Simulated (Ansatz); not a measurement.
Consider this model of amorphous Al45O72H9.

```xyz
126
Lattice="10.6479 0.0000 0.0000 0.0000 10.6479 0.0000 0.0000 0.0000 10.6479" Properties=species:S:1:pos:R:3 pbc="T T T"
Al     1.4867     3.2597     8.1538
Al     5.9039     6.2577     3.3223
Al    10.1386     6.1291     7.3703
Al     6.4682     4.7872     7.8003
Al     8.3792     7.0798     5.3076
Al     5.3958     7.5777     6.1709
Al     1.3142     7.7805     2.4754
Al     2.5005     1.0201    10.2717
Al     3.6606     5.1837     7.8681
Al    10.2762     3.0967     6.1422
Al    10.3672    10.5985     1.5471
Al     6.1958    10.3708     7.2207
Al     9.1936     4.2134     9.0191
Al     5.1682     2.8303     3.9435
Al     2.6070     4.0918     4.9698
Al     2.8677     5.4555     1.8430
Al     8.1544     4.2678     1.4886
Al    10.5715     9.1672     4.3264
Al     7.4916     9.8843     4.9500
Al    10.4680     2.4339     0.4829
Al     7.2796     4.2880     4.4488
Al     5.2588     1.0699     1.2363
Al     8.0871     1.7690     3.0785
Al     3.8195     2.0716     6.9141
Al     2.8621     2.5222     2.2194
Al     3.9051     3.3951     9.9667
Al     7.2101     2.1832     6.4029
Al     3.1596     7.5300     4.5916
Al     0.1682     9.0720     8.3672
Al     0.0126     2.9339     3.2489
Al     7.9767     7.5865     8.2774
Al    10.5903     5.5200     1.1142
Al     0.6752     6.0066     4.5110
Al     1.1820     0.3626     6.3511
Al     7.0532     2.5439    10.2565
Al     7.2252    10.1052     1.8411
Al     5.6608     8.9539     9.6419
Al     4.8342     6.6026     0.0859
Al     3.1659     9.6085     7.4342
Al     3.8384     9.5042     1.9705
Al     2.4320     8.7983    10.3903
Al     7.5241     7.1434     0.7928
Al     8.2034    10.1268     9.9066
Al     9.5200     1.2548     8.4082
Al     1.4409     6.1280     9.5200
O      7.0390     1.5350     1.5687
O      1.3925     9.3312     7.1107
O      7.2097     7.3683     6.5902
O      7.9458     1.1882     9.3367
O      5.4766    10.1399     2.3314
O      5.9362     6.6616     1.6013
O      0.8404     0.8907     0.5110
O      0.6115     4.0488     4.6866
O      2.3186     4.5522     9.1725
O      8.9133     8.7266     4.8951
O      8.8820     2.4666     7.1197
O      1.5693     1.8842     3.2449
O     10.0706     0.1550     7.0017
O      7.2536     9.3066     8.4401
O      6.9955     4.0451     6.2050
O      3.4503     9.2862     3.7714
O      1.3101     6.4080     7.6153
O     10.4164     5.3831     9.8864
O      3.9117     2.7677     5.1364
O      8.4720     3.6796     3.1337
O      8.7513     5.8823     1.2228
O      4.8958     4.1565     8.6516
O      8.8477     3.2548     0.1975
O      0.2630     3.8083     1.6456
O      4.2145     8.3701     0.1719
O      4.9717     7.0989     4.4951
O      1.6331     6.1556     0.7177
O      3.5424     6.6752     9.0968
O      4.5175     2.0708     2.5508
O      8.8035    10.2548     0.9255
O      6.6003     4.1147     0.7688
O      7.5313     6.0767     4.1304
O      1.0336     7.9820     9.6442
O      2.1101     9.0088     1.4477
O      7.6721     0.3885     6.2792
O      8.5948     7.9429    10.1302
O      7.7513     8.3095     2.1805
O      2.8147     4.1355     3.0249
O      9.8762     6.1793     5.5791
O      6.3076     7.1830     9.8059
O      2.4031     5.8643     5.0574
O      9.7886     1.6059     2.2006
O     10.5235     4.3401     7.4915
O     10.5327     9.1062     2.5451
O      9.6933     2.0900     4.6403
O      6.8324     2.3228     4.4626
O      0.2549     6.2838     2.7713
O      5.1545     5.9961     7.1131
O      5.9412     9.3657     5.6766
O      6.5316     9.9590     0.1010
O      7.9035     0.0344     3.4715
O      5.5974     1.5235     7.0883
O      3.0309     0.4927     6.5061
O      2.9964     6.9674     2.7464
O      0.9986     2.1275     6.7469
O      5.7017     4.4861     3.5672
O      2.5128    10.1359     9.2559
O      0.6013     0.0800     4.6877
O      2.8062     3.9186     6.8437
O      2.9614     2.1196     8.7292
O      9.6891     7.8667     7.7081
O      3.6155     8.1290     6.3900
O      5.2626     2.1505    10.4030
O      2.6685     2.7067     0.4929
O      3.6080     0.3220     0.8932
O      4.1054     5.0439     0.5947
O      7.4123     3.7143     8.9002
O     10.6335     2.5403     9.2585
O      8.4013     5.7688     8.1394
O      4.8306     9.5752     8.1942
O      1.1877     7.9075     4.4147
O      9.9289    10.2697     9.3049
H      9.1971     0.1535     6.5129
H      1.4007     1.0042     3.7240
H      1.6197     7.2775     7.2815
H      4.1551     9.7221     4.2895
H      8.7143     8.4429     2.3493
H      5.6931     4.3103     1.0728
H     10.1759     1.1805     4.7109
H      3.7961     7.3718     8.4529
H      9.5588     7.8147    10.2281
```

Calculation: PBE, scalar-relativistic without spin-orbit coupling (plane waves to 420 eV, PAW; Ansatz, an electronic-structure program).

It comes from a melt-quench run on a machine-learned potential (CHGNet), relaxed afterwards by DFT. O atoms were pushed apart under 1.9 Å during the dynamics, to hinder bonds among them. The hot cell started wider than the set density and was brought back towards it in steps. It is the lowest in DFT energy of 2 quenches. It is a model cell: composition and starting density were chosen by hand, and all elements were melted together. No dispersion term was used. Its density started from a set value of 3.27 and ended at 3.27 g/cm³. The simulated quench (nominally 190 K/ps over its main leg) is rapid and tends to freeze in more defects than a deposited or slowly cooled glass has. One small periodic cell is one sample of the glass; other quenches scatter about these values. The volume was held where the preparation left it, at a PBE pressure of 3.6 GPa. Stress components on the final sampling reach 5.2 GPa.

Neighbours within Al-Al 2.66 Å, Al-O 2.44 Å, Al-H 1.82 Å, O-O 1.58 Å, O-H 1.24 Å, H-H 0.90 Å count as bonded. Two cations that share two anions don't count as bonded, nor two that share one unless they lie closer than Al-Al 2.59 Å.

Give the coordination numbers, mean bond lengths and angles.


The mean coordination of Al by anions is 5.04 (10 with 4, 23 with 5, 12 with 6) and the mean coordination of O comes out as 3.28 (1 with 2, 50 with 3, 21 with 4). The mean coordination of H is 1.00 (9 with 1). The mean Al-O bond comes out as 1.885 Å (spread 0.118 Å, 227 counted), the mean O-H bond comes out as 0.992 Å (spread 0.019 Å, 9 counted) and the bond angle at Al is mean 106.2°, spread 27.2°. The bond angle at O comes out as mean 112.7°, spread 17.2°.

List the pairs of like atoms that count as bonded by the rules above.

There are none by these rules.
